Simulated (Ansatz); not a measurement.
**Effective masses and thermopower of GaSb under load (space group F-43m)**

Consider the following.

```
GaSb
1.0
    0.00000     3.02242     3.02242
    3.02242     0.00000     3.02242
    3.02242     3.02242     0.00000
Ga Sb
1 1
Direct
  0.00000   0.00000   0.00000
  0.25000   0.25000   0.25000
```

Computed with r2SCAN with spin-orbit coupling, rigid bands (plane waves, PAW; Ansatz, a quantum-chemistry and plane-wave program). Condition of this run: hydrostatic pressure of 1.8 GPa (compression positive) (the target of the relaxation). Cell: cell and atoms relaxed with PBEsol, then loaded as said.

band gap: 0.53 eV
electron conductivity mass (300 K, dilute): 0.130 mₑ
hole conductivity mass (300 K, dilute): 0.27 mₑ
effective density of states N_c (300 K): 3.6e18 cm⁻³
effective density of states N_v (300 K): 6.4e18 cm⁻³
density-of-states mass, electrons: 0.27 mₑ
density-of-states mass, holes: 0.40 mₑ
Seebeck coefficient, n-type 1e19 cm⁻³, 300 K: -235 μV/K
Seebeck coefficient, p-type 1e19 cm⁻³, 300 K: 189 μV/K
best p-type power factor at 300 K for τ = 10 fs (best axis; densities from 1e16 to 1e21 cm⁻³ tried, whether or not they can be reached): 4.1 μW/(cm·K²) at 3e19 cm⁻³

Rigid bands; masses and Seebeck coefficients take one relaxation time τ for all states and one kind of carrier; polarons and phonon drag are left out. Geometry: cell and atoms relaxed with PBEsol.
